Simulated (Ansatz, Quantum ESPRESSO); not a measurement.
Nb (Im-3m, 1 atom in the cell) computed with different codes at matched settings

Self-consistent single point.

```yaml
crystal:
  lattice:
    - [-1.65881, 1.65881, 1.65881]
    - [1.65881, -1.65881, 1.65881]
    - [1.65881, 1.65881, -1.65881]
  atoms:
    - { symbol: Nb, position: [0.00000, 0.00000, 0.00000] }
```

Shared settings, as Ansatz (a first-principles code) writes them: kpoints.mp_grid.grid = 9 9 9; magnetization.spin_orbit = true; scf.occupations.method = gaussian; scf.occupations.width = 0.1 eV. Potentials and cutoffs stand in the table.

| code | model | pressure (GPa) | cutoff |
|---|---|---|---|
| Ansatz | PBE with spin-orbit coupling, PAW files | -1.45 | default |
| Quantum ESPRESSO | PBE, spin-orbit coupling, PseudoDojo fully relativistic norm-conserving (PBE) pseudopotentials | -1.14 | 85 Ry |

The spread over the programs that give each value: pressure within 0.31 GPa.

Ansatz's pressure is given at a fixed set of plane waves, as the other plane-wave codes print theirs.

The starting cell comes from a database of computed structures (which also holds hypothetical and non-ambient phases and stackings), without a prior relaxation at this level.

Left out of this page: ABINIT (failed or unconverged); Elk, FLEUR and SIESTA (not drawn, or without a comparable value).

Keys are those of Ansatz 0.2.
